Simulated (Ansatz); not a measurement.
W: pressure series

Base system: W in the bcc (W type) structure (space group Im-3m, No. 229; a = 3.184 Å).

Cell and atoms are relaxed at each pressure.

Calculations: PBE (Ansatz, a first-principles code; PAW; 420 eV plane waves; no spin-orbit coupling), earlier PAW set.

Notes on the quantities. enthalpy: H = E + PV relative to the base's energy.

| change | shortest interatomic distance | enthalpy |
|---|---|---|
| base | 5.210 bohr | – |
| pressure −2 GPa | 5.222 bohr | -0.20 eV/atom |
| pressure −1 GPa | 5.216 bohr | -0.10 eV/atom |
| pressure 1.8 GPa | 5.200 bohr | +0.18 eV/atom |
| pressure 4.2 GPa | 5.187 bohr | +0.42 eV/atom |
| pressure 9 GPa | 5.162 bohr | +0.89 eV/atom |
| pressure 18 GPa | 5.119 bohr | +1.76 eV/atom |
| pressure 30 GPa | 5.068 bohr | +2.89 eV/atom |
| pressure 45 GPa | 5.012 bohr | +4.26 eV/atom |
| pressure 60 GPa | 4.963 bohr | +5.58 eV/atom |

Load acts through the strain it causes; cell and atoms are relaxed under it. No phonon test of stability was made. No other phases were tried under pressure. All final runs are without spin polarisation.
